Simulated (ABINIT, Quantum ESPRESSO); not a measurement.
A Quantum ESPRESSO input for a self-consistent single point of Cd2SeS (P3m1, 4 atoms in the cell) (DFT, PBEsol, plane waves, GBRV 1.5 ultrasoft (PBESOL) pseudopotentials):

```fortran
&CONTROL
  calculation = 'scf',
  prefix = 'pwscf',
  outdir = './tmp/',
  pseudo_dir = './',
  tprnfor = .true.,
  tstress = .true.,
/
&SYSTEM
  ibrav = 4,
  A = 4.2112760010,
  C = 6.8670260000,
  nat = 4,
  ntyp = 3,
  ecutwfc = 40,
  ecutrho = 200,
  occupations = 'smearing',
  smearing = 'fermi-dirac',
  degauss = 0.000734986,
/
&ELECTRONS
  conv_thr = 1e-10,
  mixing_beta = 0.7,
/
ATOMIC_SPECIES
Cd   112.4140  cd_pbesol_v1.uspp.F.UPF
Se    78.9710  se_pbesol_v1.uspp.F.UPF
S     32.0600  s_pbesol_v1.4.uspp.F.UPF
ATOMIC_POSITIONS {angstrom}
Cd    0.0000000000    0.0000000000    3.3664221560
Cd    0.0000000000    2.4313813328    0.0661981306
Se    0.0000000000    2.4313813328    4.2970415195
S     0.0000000000    0.0000000000    0.8403866419
K_POINTS {automatic}
6 6 3  0 0 0
```

Write the same calculation as an input for ABINIT.

One input that does it (others would too):

```
# Cd2SeS, JTH v2.0 PBE PAW
pp_dirpath "./"
pseudos "Cd.GGA_PBE-JTH.xml, Se.GGA_PBE-JTH.xml, S.GGA_PBE-JTH.xml"
acell 7.9581582770 7.9581582770 12.9767984307
rprim
         1.0000000000   -0.0000000001    0.0000000000
        -0.5000000000    0.8660254038    0.0000000000
         0.0000000000    0.0000000000    1.0000000000
natom 4
ntypat 3
znucl 48 34 16
typat 1 1 2 3
xred
         0.0000000000    0.0000000000    0.4902300000
         0.3333333333    0.6666666667    0.0096400000
         0.3333333333    0.6666666667    0.6257500000
         0.0000000000    0.0000000000    0.1223800000
ecut 21
pawecutdg 42
pawxcdev 0
ixc -116133
occopt 3
tsmear 0.01 eV
nband 24
kptopt 1
ngkpt 6 6 3
nshiftk 1
shiftk 0 0 0
nstep 80
toldfe 1.0e-09
prtwf 0
prtden 0
enunit 2
```

Basis settings and potentials, where a program has them, do not carry over. This input uses DFT, PBEsol, plane waves, PAW (JTH v2.0 PBE PAW, files made for PBE).

The starting cell comes from a database of computed structures (which also holds hypothetical and non-ambient phases and stackings), without a prior relaxation at this level. Its lattice was rescaled by a random factor within 2.5 % of one. For this run, on top of that: lattice scaled by 0.98.
